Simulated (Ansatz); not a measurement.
SiO₂ (model structure, started from the tetragonal ZrO2 type, P4₂/nmc, No. 137, 6 atoms in the cell)

Computed with PBEsol (plane waves, PAW; Ansatz, an electronic-structure program).

Run with plane-wave cutoff 520 eV, 10×10×8 k mesh (along the axes of the cell as run), Fermi–Dirac smearing 0.01 eV, scalar-relativistic PAW data made under PBE.

Cell (relaxed at this level):

```cif
data_O4Si2
_chemical_formula_sum 'Si2 O4'
_space_group_name_H-M_alt 'P 1'
_space_group_IT_number 1
_cell_length_a 2.82094
_cell_length_b 2.82094
_cell_length_c 8.62811
_cell_angle_alpha 90.000
_cell_angle_beta 90.000
_cell_angle_gamma 90.000
loop_
_space_group_symop_operation_xyz
  'x, y, z'
loop_
_atom_site_label
_atom_site_type_symbol
_atom_site_fract_x
_atom_site_fract_y
_atom_site_fract_z
_atom_site_occupancy
Si1 Si 0.00000 0.00000 0.00000 1
Si2 Si 0.50000 0.50000 0.50000 1
O1 O 0.00000 0.50000 0.09899 1
O2 O 0.00000 0.50000 0.59899 1
O3 O 0.50000 0.00000 0.40101 1
O4 O 0.50000 0.00000 0.90101 1
```

```json
{
  "band_gap": "5.06 eV (on the SCF k mesh)",
  "bulk_modulus": "10.2 GPa"
}
```

Note: the bulk modulus is −V dP/dV from two relaxed cells at ±2 % in volume; the relaxation could raise the start's symmetry but not lower it, so the cell can be a saddle point.

The computed numbers hold no vibrational or temperature effects.

A model structure was made by putting elements into a prototype or built by hand; it is no filed structure, need not be a known phase, and can be a saddle point held by its symmetry.
